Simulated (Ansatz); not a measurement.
MoCo3 (model structure, started from the Cu3Au type, Pm-3m, No. 221, 4 atoms in the cell), treated with r²SCAN (plane waves, PAW; Ansatz, a program for electronic structure).

Run with plane-wave cutoff 560 eV, 16×16×16 k mesh, Fermi–Dirac smearing 0.05 eV, spin-polarised with parallel moments, scalar-relativistic PAW data made under PBE.

Cell (relaxed at this level):

```cif
data_Co3Mo
_chemical_formula_sum 'Co3 Mo1'
_space_group_name_H-M_alt 'P 1'
_space_group_IT_number 1
_cell_length_a 3.56214
_cell_length_b 3.56214
_cell_length_c 3.56214
_cell_angle_alpha 90.000
_cell_angle_beta 90.000
_cell_angle_gamma 90.000
loop_
_space_group_symop_operation_xyz
  'x, y, z'
loop_
_atom_site_label
_atom_site_type_symbol
_atom_site_fract_x
_atom_site_fract_y
_atom_site_fract_z
_atom_site_occupancy
Co1 Co 0.00000 0.50000 0.50000 1
Co2 Co 0.50000 0.50000 0.00000 1
Co3 Co 0.50000 0.00000 0.50000 1
Mo1 Mo 0.00000 0.00000 0.00000 1
```
Starting moments (μB, in the order of the record's atoms Co Co Co Mo): 3.0 3.0 3.0 0.0.

**Question.** Estimate the bulk modulus that the calculation returns.

**Answer.** 
- bulk modulus: 271 GPa

The run finds no gap.

Note: the magnetic order was assumed, not searched for or taken from measurement; the bulk modulus is −V dP/dV from two relaxed cells at ±2 % in volume; the moments ended far under their starting size, a low-moment state that need not be the lowest; the relaxation could raise the start's symmetry but not lower it, so the cell can be a saddle point.

Static lattice: no zero-point or thermal effects.

The result took very roughly 8 core-minutes.

A model structure was made by putting elements into a prototype or built by hand; it is no filed structure, need not be a known phase, and can be a saddle point held by its symmetry.
